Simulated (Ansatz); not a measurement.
Al₂Cu (P4/mmm, No. 123, 3 atoms in the cell; start mp-12794; a measured phase of this formula has another space group) was calculated with r²SCAN in Ansatz (PAW).

Run with plane-wave cutoff 560 eV, 14×14×20 k mesh (along the axes of the cell as run), Fermi–Dirac smearing 0.05 eV, no spin polarisation, scalar-relativistic PAW data made under PBE.

Cell (relaxed at this level):

Space group P4/mmm (No. 123); a = b = 4.098 Å, c = 2.838 Å, α = β = γ = 90.00°

| atom | site | symmetry | x | y | z |
|---|---|---|---|---|---|
| Al | 2e | mmm. | 0.0000 | 0.5000 | 0.5000 |
| Cu | 1a | 4/mmm | 0.0000 | 0.0000 | 0.0000 |

Question: Give the computed bulk modulus.

Answer: 
- bulk modulus = 102 GPa

Note: the run has no spin polarisation, so it can have missed a magnetic state; the bulk modulus is −V dP/dV from two relaxed cells at ±2 % in volume; the relaxation could not lower the start's symmetry, so the cell can be a saddle point above a distorted one.

Static lattice: no zero-point or thermal effects.

It cost roughly 110 core-seconds of CPU time.

A start named mp-… is a Materials Project structure, which need not be a measured phase.

Ansatz is a program for electronic structure.
